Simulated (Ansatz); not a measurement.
Partial pair distribution functions of a relaxed model of amorphous Si₃₂N₄₀, broadened by 0.06 Å; density 2.92 g/cm³. These are PBE, scalar-relativistic without spin-orbit coupling (plane waves to 420 eV, PAW; Ansatz, a program for electronic structure) values and carry that method's errors. The usual formal charges leave 8 electrons over, so the level spacing at the Fermi energy parts defect or band states and needn't be the band gap.

A CHGNet melt-quench gave the starting glass, which DFT then relaxed. N atoms were pushed apart under 1.9 Å during the dynamics, to hinder bonds among them. The hot cell started wider than the set density and was brought back towards it in steps. It is the lowest in DFT energy of 8 quenches. It is a model cell: composition and starting density were chosen by hand, and all elements were melted together. No dispersion term was used. Its density started from a set value of 2.88 and ended at 2.92 g/cm³. The quench (nominally 300 K/ps over its main leg) was far faster than any real one, so the model tends to hold more defects than a real film. One small periodic cell is one sample of the glass; other quenches scatter about these values. Volume and shape were free in the relaxation.

```
r (Å)  g Si-N  g Si-Si  g N-N
-----  ------  -------  -----
1.50     0.01     0.00   0.00
1.60     1.05     0.00   0.00
1.70     8.46     0.00   0.00
1.80     8.51     0.00   0.00
1.90     1.81     0.00   0.00
2.00     0.30     0.00   0.00
2.10     0.12     0.02   0.00
2.20     0.07     0.16   0.00
2.30     0.01     0.09   0.03
2.40     0.00     0.43   0.33
2.50     0.00     0.89   0.60
2.60     0.02     0.43   0.97
2.70     0.06     0.51   2.56
2.80     0.14     1.30   3.95
2.90     0.31     2.69   4.06
3.00     0.55     3.46   2.85
3.10     0.57     3.38   1.64
3.20     0.75     2.20   0.77
3.30     1.01     1.33   0.51
3.40     1.38     0.75   0.40
3.50     1.37     0.40   0.36
3.60     1.23     0.26   0.32
3.70     1.16     0.20   0.44
3.80     1.18     0.38   0.41
3.90     1.25     0.61   0.50
4.00     1.53     0.60   0.57
4.10     1.24     0.49   0.57
4.20     1.49     0.81   0.44
4.30     1.66     0.84   0.61
4.40     1.71     1.07   1.03
4.50     1.46     0.88   1.06
```

Within 2.28 Å each Si has 3.84 N neighbours on average.
